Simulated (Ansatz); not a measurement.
Functionals compared on the (110) surface of bixbyite In2O3 in its 1x1 cell (cut with top plane In + 2 O, bottom plane In + 2 O), outermost plane spacing 0.05 Å in the ideal cut (one of several cuts of this face), in Ansatz (plane waves, PAW). The structure was relaxed with PBE; the other rows are single points on it, each with its references at the same level. Cutoff 420 eV (500 eV for r2SCAN).

Slab: 70 atoms, In28O42, 11.6 Å thick at the start; k 3x3x1, smearing 0.025 eV, dipole-corrected; all atoms relaxed; start symmetry kept, larger cells not searched; no spin, no spin-orbit, no U. These notes are the PBE run's.

```tsv
functional	surface energy (J/m²)	gap of the slab on its k-mesh (eV)	highest filled level below the top vacuum level (eV)	rough cost of the single point
PBE	1.06	0.74	5.88	–
LDA	1.40	0.65	6.27	around 11 core-minutes (rough)
PBEsol	1.23	0.70	5.95	very roughly 11 core-minutes
RPBE	[?]	[?]	[?]	roughly 13 core-minutes
r2SCAN	1.35	1.14	6.10	very roughly 18 core-minutes
```

**Question.** Complete the blanks.

**Answer.** 
- RPBE, surface energy (J/m²): 0.88
- RPBE, gap of the slab on its k-mesh (eV): 0.82
- RPBE, highest filled level below the top vacuum level (eV): 5.71

Ansatz is a quantum-chemistry and plane-wave program.
